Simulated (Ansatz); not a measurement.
Worked example: self-consistent single point of TlBO2 (R-3m, 4 atoms in the cell) in Ansatz (a program for electronic structure).

Level of theory: revPBE, default PAW files made with PBE (plane waves; Ansatz).

```xyz
4
Lattice="1.5195 0.8773 5.5165 -1.5195 0.8773 5.5165 0.0000 -1.7546 5.5165" Properties=species:S:1:pos:R:3 pbc="T T T"
B      0.0000     0.0000     0.0000
Tl     0.0000     0.0000     8.2748
O      0.0000     0.0000     4.4138
O      0.0000     0.0000    12.1358
```

Reference input (self-consistent single point, DFT, revPBE, plane waves, default PAW files made with PBE): kpoints.mp_grid.grid = 10 10 10; hamiltonian.xc = revpbe; hamiltonian.pseudopotentials = {kind: paw} (the program's default PAW files); scf.occupations.method = gaussian; scf.occupations.width = 0.2 eV. This run's input differs from it in these lines:

```diff
@@ -20,3 +20,3 @@
     method: gaussian
-    width: 0.2 eV
+    width: 0.1 eV
 output:
```

Output, abridged:

```
SCF iter   1: F=—  HF=-12742.505599 eV  |F-HF|=—  |Δ(HF+E_count)|=         —  Δρ=1.09e-2  dr2=5.87e-2  ethr=1.77e-3  ⟨swp⟩=5.4  Hψ=9956  notcnv=0
all-band conjugate gradients solve this SCF's bands
preconditioner: auto → Kerker (q_TF=auto, 2.529 Å⁻¹)
SCF iter   2: F=—  HF=-12742.497042 eV  |F-HF|=—  |Δ(HF+E_count)|=   8.56e-3  Δρ=5.55e-3  dr2=1.54e-2  ethr=2.10e-4  ⟨swp⟩=1.0  Hψ=3018  notcnv=0
   [... lines left out ...]
SCF iter   3: F=—  HF=-12742.494682 eV  |F-HF|=—  |Δ(HF+E_count)|=   2.36e-3  Δρ=5.77e-4  dr2=2.28e-4  ethr=5.51e-5  ⟨swp⟩=1.6  Hψ=2371  notcnv=0
SCF iter   4: F=—  HF=-12742.494644 eV  |F-HF|=—  |Δ(HF+E_count)|=   3.80e-5  Δρ=2.18e-4  dr2=3.94e-5  ethr=8.14e-7  ⟨swp⟩=2.0  Hψ=3491  notcnv=0
SCF iter   5: F=—  HF=-12742.494617 eV  |F-HF|=—  |Δ(HF+E_count)|=   2.66e-5  Δρ=6.00e-5  dr2=1.18e-6  ethr=1.41e-7  ⟨swp⟩=2.0  Hψ=2833  notcnv=0
SCF iter   6: F=-12742.494618 eV  HF=-12742.494618 eV  |F-HF|=2.76e-8  |Δ(HF+E_count)|=   4.63e-7  Δρ=1.45e-5  dr2=5.44e-8  ethr=3.57e-10  ⟨swp⟩=6.0  Hψ=9948  notcnv=0
SCF 1 converged in 6 iterations: F = -12742.494618 eV  dr2 = 5.44e-8
Free energy (F): -12742.494618 eV
Internal energy: -12742.492720 eV  (E = F + TS)
E sigma→0 (E₀):  -12742.493669 eV
Entropy (-TS):   -0.001898 eV (-0.474 meV/atom)
Fermi energy:    12.061634 eV
--- Forces (eV/Å), atoms counted from 1 ---
  atom   1  B     -0.00000000    -0.00000000    -0.00000000
  atom   2  Tl     0.00000000     0.00000000    -0.00000000
  atom   3  O      0.00000000     0.00000015     4.94264072
  atom   4  O      0.00000000    -0.00000015    -4.94264072
--- Stress (GPa, compression-positive) ---
        3.064030      -0.000000       0.000000
        0.000000       3.064030       0.000001
        0.000000       0.000001      21.663980
  P = ⅓ Tr σ = 9.2640 GPa (92.640 kbar)
  The stress holds the Pulay correction. Without it, at fixed plane waves, as pw.x and ABINIT print it: P = 8.7503 GPa
```

The run converged in 6 iterations. Against the reference run the free energy stays essentially unchanged (within 1 meV/atom), the pressure stays at 9.26 GPa and the largest force goes from 4.931 to 4.943 eV/Å.

The starting cell was generated: these elements placed on a structure prototype, without a prior relaxation; it need not be a known phase or ordering of this composition. Its lattice was rescaled by a random factor within 2.5 % of one. With a pressure of about 9 GPa the cell is away from its equilibrium volume at this level. Forces in this geometry exceed 1 eV/Å. Ansatz's pressure includes its estimate of the finite-basis (Pulay) stress. Without the estimate this run gives 8.75 GPa. The run gives no clean gap (levels at the Fermi energy touch, overlap or are partly filled at this smearing), which alone does not show that the compound is a metal.

Keys are those of Ansatz 0.2.
